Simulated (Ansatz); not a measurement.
Where the default PAW files enter, the runs use the earlier of Ansatz's two default sets.

The decay constant κ of evanescent states in the gap governs leakage through a thin film.

Consider the following.

```
CELL_PARAMETERS angstrom
      6.83465     0.00000     0.00000
      2.99597     6.14301     0.00000
      1.91934    -3.07150     3.62188
ATOMIC_POSITIONS crystal
  V  0.50000 0.50000 0.00000
  V  0.75000 0.75000 0.50000
  Bi 0.00000 0.00000 0.00000
  Bi 0.25000 0.25000 0.50000
  O  0.82915 0.32911 0.89101
  O  0.68810 0.97016 0.89105
  O  0.32911 0.82915 0.10899
  O  0.97016 0.68810 0.10895
  O  0.42085 0.92089 0.60899
  O  0.56190 0.27984 0.60895
  O  0.92089 0.42085 0.39101
  O  0.27984 0.56190 0.39105
```

Space group of this cell: I4_1/a. The cell is taken as given; by r2SCAN its mean pressure is -0.9 GPa.

Transport runs along the normal of the first two printed cell vectors, the (110) plane of the conventional cell.

No gap correction and no spin-orbit coupling; mid-gap values are interpolated between computed energies.

Q: Predict the band gap and the smallest decay constant κ at mid-gap from r2SCAN (Ansatz, a program for electronic structure).

A: Gap 2.34 eV on a 8×8×8 mesh; κ = 0.307 1/Å, at the zone centre.
